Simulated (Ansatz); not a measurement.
An Ansatz (a first-principles code) input (r2SCAN (Ansatz, PAW, spin-orbit coupling left out)):

Ansatz 0.2 input:
```yaml
crystal:
  lattice:
    - [2.9065754218, 0, 0]
    - [1.4532877109, 2.5171681533, 0]
    - [1.4532877109, -0.8390560511, 2.5288880288]
  atoms:
    - { symbol: F, position: [0.5, 0.75, 0.25] }
    - { symbol: Li, position: [0, 0, 0] }
basis: { ecutwfc: 500, ecutrho_ratio: 4, xc_grid: 4, fft_grid_basis: typed }
kpoints: { mp_grid: { grid: [13, 13, 13] } }
hamiltonian:
  xc: r2scan
  dispersion: none
  pseudopotentials: { kind: paw }
scf: { occupations: { method: fermi_dirac, width: 0.05 } }
relax: { f_tol: 0.005, max_steps: 50, cell: { stress_tol: 0.01, fix: [a, b, gamma] } }
output: { forces: true, stress: true }
checkpoint: { write: state.ck, write_every: 1000 }
```

Problem. Which symmetry and how many k-points will the program report, and about how many plane waves at Γ?

Solution. Space group R3m (ITA 160) with 6 operations, k-points 231 of 2197, and 489 plane waves at Γ.

Problem. And the final pressure?

Solution. 3.82 GPa (compression positive).

The cells carry an imposed strain or load. Whether these cells are dynamically stable was not tested. The cell was made from LiF in the zinc blende structure (space group F-43m, No. 216; a hypothetical phase, not in the database extracts checked) by this change: biaxial strain −4.19 %, plane normal [111], relaxed out of plane.
